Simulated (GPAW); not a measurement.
Input and output of a self-consistent single point for SrTiO₃ (Pm-3m, 5 atoms in the cell) (GPAW).

Computed with PBE, GPAW PAW datasets PBE (gpaw-data 1.0.1) (plane waves; GPAW).

The change in words: lattice scaled by 0.98. Reference geometry:
```xyz
5
Lattice="3.9890 0.0000 0.0000 0.0000 3.9890 0.0000 0.0000 0.0000 3.9890" Properties=species:S:1:pos:R:3 pbc="T T T"
Sr     0.0000     0.0000     0.0000
Ti     1.9945     1.9945     1.9945
O      1.9945     0.0000     1.9945
O      0.0000     1.9945     1.9945
O      1.9945     1.9945     0.0000
```

Reference input (self-consistent single point, DFT PBE, plane waves, GPAW PAW datasets PBE (gpaw-data 1.0.1)): mode = pw; ecut = 900 eV; xc = PBE; kpts = 6 6 6; mesh shift (steps) = 0 0 0; occupations.name = fermi-dirac; occupations.width = 0.02 eV; nbands = -4; convergence.density = 1e-05 e/electron; convergence.bands = -2; symmetry.symmorphic = false; symmetry.tolerance = 0.0005. This run's input differs from it in these lines:

```diff
@@ -5,5 +5,5 @@
 atoms = Atoms(['Sr', 'Ti', 'O', 'O', 'O'],
-              cell=[[3.988958, 0.000000, 0.000000],
-                    [0.000000, 3.988958, 0.000000],
-                    [0.000000, 0.000000, 3.988958]],
+              cell=[[3.909179, 0.000000, 0.000000],
+                    [0.000000, 3.909179, 0.000000],
+                    [0.000000, 0.000000, 3.909179]],
               scaled_positions=[[0.000000, 0.000000, 0.000000],
```

Output, abridged:

```
     iter     time        total  log10-change:
                         energy   eigst   dens
iter:   1 --:--:--   -45.044130   +0.47
iter:   2 --:--:--   -43.297341   -0.51  -0.96
iter:   3 --:--:--   -39.496194   +0.13  -1.02
iter:   4 --:--:--   -39.594659   -0.66  -1.39
iter:   5 --:--:--   -39.899910   -1.40  -1.44
iter:   6 --:--:--   -39.716861   -0.65  -1.60
iter:   7 --:--:--   -39.655581   -1.72  -2.00
iter:   8 --:--:--   -39.642885   -1.97  -2.19
iter:   9 --:--:--   -39.650152c  -2.47  -2.58
iter:  10 --:--:--   -39.649036c  -3.07  -2.35
iter:  11 --:--:--   -39.645157c  -2.61  -2.35
iter:  12 --:--:--   -39.638434c  -3.40  -2.52
iter:  13 --:--:--   -39.635236c  -2.48  -2.71
   [... 10 lines left out ...]
iter:  24 --:--:--   -39.634812c  -6.19  -4.41
iter:  25 --:--:--   -39.634811c  -7.01  -4.47
iter:  26 --:--:--   -39.634811c  -7.01  -4.66
iter:  27 --:--:--   -39.634812c  -6.61  -4.71
iter:  28 --:--:--   -39.634811c  -7.54c -4.50
iter:  29 --:--:--   -39.634811c  -7.47c -4.54
iter:  30 --:--:--   -39.634811c  -8.36c -4.80
iter:  31 --:--:--   -39.634811c  -7.06  -4.84
iter:  32 --:--:--   -39.634811c  -7.99c -5.03c
Converged after 32 iterations.

Dipole moment: (0.000000, 0.000000, -0.000000) |e|*Ang

Energy contributions relative to reference atoms: (reference = -115843.341193)

Kinetic:        +45.770872
Potential:      -48.080385
External:        +0.000000
XC:             -37.920048
Entropy (-ST):   +0.000000
Local:           +0.594751
SIC:             +0.000000
--------------------------
Free energy:    -39.634811
Extrapolated:   -39.634811

Showing only first 2 kpts
 Kpt  Band  Eigenvalues  Occupancy
  0    18      6.16446    2.00000
  0    19      6.16446    2.00000
  0    20      8.40659    0.00000
  0    21      8.40659    0.00000

  1    18      6.01714    2.00000
  1    19      6.01714    2.00000
  1    20      8.44558    0.00000
  1    21      8.97288    0.00000

Fermi level: 7.43224

Gap: 1.893 eV
Transition (v -> c):
   [... lines left out ...]
Direct gap: 2.242 eV
   [... lines left out ...]
Energy (eV): -39.634811

Forces in eV/Ang:
  0 Sr   -0.00000   -0.00000   -0.00000
  1 Ti    0.00000    0.00000    0.00000
  2 O     0.00000    0.00000    0.00000
  3 O     0.00000    0.00000    0.00000
  4 O     0.00000    0.00000    0.00000

Stress tensor:
    -0.029807    -0.000000     0.000000
    -0.000000    -0.029807     0.000000
     0.000000     0.000000    -0.029807
Stress (GPa, Voigt): [-4.7756 -4.7756 -4.7756  0.      0.     -0.    ]
```

The run converged in 32 iterations. GPAW prints stress with tension positive. Against the reference run the free energy goes down by 2.5 meV/atom and the gap on the mesh goes from 1.773 to 1.893 eV.

At such cutoffs GPAW's stress carries a finite-basis (Pulay) error, which enters relaxed cells too; its log prints stress with tension positive.

The starting cell has typed, rounded lattice constants, without a prior relaxation at this level. Its lattice was rescaled by a random factor within 2.5 % of one. For this run, on top of that: lattice scaled by 0.98.

Cost on one core of a shared machine: roughly 40 s.
